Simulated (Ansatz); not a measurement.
The reference is HfO2 in the fluorite structure (space group Fm-3m, No. 225; a = 5.0981 Å).

Perturbation: the cell is scaled by 0.9906 in all directions; the atoms relax in the strained cell.

Levels (all Ansatz, a quantum-chemistry and plane-wave program, PAW, earlier PAW set): PBE (420 eV, scalar-relativistic without spin-orbit coupling); PBE+SOC (600 eV, with spin-orbit coupling).

The geometry is relaxed with PBE.

| Quantity | Result |
|---|---|
| PBE lowest conduction level above the VBM at special points | X 3.82 eV; Γ 3.91 eV; U 4.35 eV; K 4.35 eV |
| PBE gap character | direct at X |
| PBE electron mass | 1.2 mₑ along k, 0.73 mₑ across (at X) |

With PBE+SOC at the same geometry, the lowest conduction level above the VBM at special points changes from X 3.82 eV; Γ 3.91 eV; U 4.35 eV; K 4.35 eV to X 3.82 eV; Γ 3.92 eV; U 4.35 eV; K 4.35 eV; the gap character remains direct at X; the electron mass changes from 1.2 mₑ along k, 0.73 mₑ across (at X) to 1.2 mₑ along k, 0.74 mₑ across (at X).

Single points use the geometry relaxed with PBE. Differences between runs with and without spin-orbit coupling are approximate. Spin-orbit coupling, missing from the scalar runs, can matter with Hf. Effective masses come from finite differences of ±0.01 Å⁻¹. Along k means along the line from Γ to the band edge. Whether these cells are dynamically stable was not tested. This is not the structure that HfO2 has at room temperature and ambient pressure.
